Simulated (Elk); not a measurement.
Worked example: self-consistent single point of ZnP (P6_3mc, 4 atoms in the cell) in Elk.

Method: PBEsol, all-electron FP-LAPW, Elk's shipped species files, default APW+lo basis run with Elk 10.2.4.

The change in words: lattice scaled by 0.98. Reference geometry:
```
ZnP
1.0
    3.63466     0.00000     0.00000
   -1.81733     3.14771     0.00000
    0.00000     0.00000     6.91407
Zn P
2 2
Direct
  0.33333   0.66667   0.35584
  0.66667   0.33333   0.85584
  0.33333   0.66667   0.01916
  0.66667   0.33333   0.51916
```

Reference input (self-consistent single point, DFT, PBEsol, all-electron FP-LAPW, Elk's shipped species files, default APW+lo basis): xctype = 22; rgkmax = 7; stype = 0; swidth = 0.00734986 Ha; ngridk = 10 10 5; rmtscf = 0.9. This run's input differs from it in these lines:

```diff
@@ -19,5 +19,5 @@
 avec
-    6.8685120717   -0.0000000268    0.0000000000
-   -3.4342560126    5.9483059537    0.0000000000
-    0.0000000000    0.0000000000   13.0656987065
+    6.7311421938   -0.0000004954    0.0000000000
+   -3.3655706679    5.8293403840    0.0000000000
+    0.0000000000    0.0000000000   12.8043854883
```

Output (repeated stretches shortened):

```
│ Self-consistent loop started │
│ Loop number : 1 │
 total energy                :     -4262.67450441
│ Loop number : 2 │
 total energy                :     -4263.34149489
RMS change in Kohn-Sham potential (target) :   0.4407795387     (  0.1000000000E-05)
Absolute change in total energy (target)   :   0.6669904754     (  0.1000000000E-03)
│ Loop number : 3 │
 total energy                :     -4263.11879046
RMS change in Kohn-Sham potential (target) :   0.4365270978     (  0.1000000000E-05)
Absolute change in total energy (target)   :   0.5595680794E-01 (  0.1000000000E-03)
│ Loop number : 4 │
   [... lines left out ...]
Absolute change in total energy (target)   :   0.8244686487E-03 (  0.1000000000E-03)
│ Loop number : 14 │
 total energy                :     -4272.57117027
RMS change in Kohn-Sham potential (target) :   0.2895387196E-06 (  0.1000000000E-05)
Absolute change in total energy (target)   :   0.1905584541E-03 (  0.1000000000E-03)
│ Loop number : 15 │
 total energy                :     -4272.57117037
RMS change in Kohn-Sham potential (target) :   0.8924013378E-07 (  0.1000000000E-05)
Absolute change in total energy (target)   :   0.4773599994E-04 (  0.1000000000E-03)
Convergence targets achieved

│ Loop number : 16 │

Energies :
 Fermi                       :     0.166654688904
 total energy                :     -4272.57116847

Density of states at Fermi energy :    50.17373555
 (states/Hartree/unit cell)

Estimated indirect band gap :   0.3554159543E-02
 from k-point     59 to k-point     34
Estimated direct band gap   :   0.1278942102E-01
 at k-point     59

Charges :
 core                        :    44.00000000
 valence                     :    46.00000000
 interstitial                :    7.579554531
 muffin-tins (core leakage)
  species :    1 (Zn)
   atom    1                 :    28.55751409     (  0.3438795948E-03)
   atom    2                 :    28.55751409     (  0.3438795948E-03)
  species :    2 (P)
   atom    1                 :    12.65270865     (  0.1126550305E-02)
   atom    2                 :    12.65270865     (  0.1126550305E-02)
 total in muffin-tins        :    82.42044547
 total calculated charge     :    89.97827049
 total charge                :    90.00000000
 error                       :   0.2172951130E-01

│ Self-consistent loop stopped │
```

The run converged in 16 iterations. The count includes the last loop, which Elk runs after its targets are met. Against the reference run the total energy goes down by 11.1 meV/atom.

The starting cell comes from a database of computed structures (which also holds hypothetical and non-ambient phases and stackings), without a prior relaxation at this level. For this run, on top of that: lattice scaled by 0.98. Values depend on the basis (sphere radii, cutoffs, local orbitals), which need not be converged. The run gives no clean gap (levels at the Fermi energy touch, overlap or are partly filled at this smearing), which alone does not show that the compound is a metal. The log's line on a gap gives a spacing of levels on this mesh, which the program prints for metals too.

Cost on one core of a shared machine: roughly 2 min.
